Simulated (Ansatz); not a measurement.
Structures of equal composition on the (0001) surface of hcp Ru: a layer of Sn in place of the second plane; a layer of Sn in place of the third plane. The slabs share one bottom face, and each structure is named by its start. These are constructed structures in small cells; real faces may alloy, dewet or reconstruct in larger ones, and not all known structures of the face are among them. Slabs of about 11 Å, Fermi-Dirac smearing of 0.1 eV. Bottom of the slabs: a bare face, its two planes held. Relaxed from the named starts with such symmetry as they have, on meshes of like density; energies extrapolated to zero smearing; spin only where a row says so; no spin-orbit coupling, no U. Brackets mark spin-polarised runs, whose order is one that fits the cell.

The numbers are results of PBE (plane waves to 420 eV, PAW; Ansatz, a quantum-chemistry and plane-wave program), not measurements.

Problem. Rank these by energy per 1x1 cell (lowest first), as PBE gives it.

Solution. a layer of Sn in place of the second plane (0.000 eV), a layer of Sn in place of the third plane (0.063 eV)
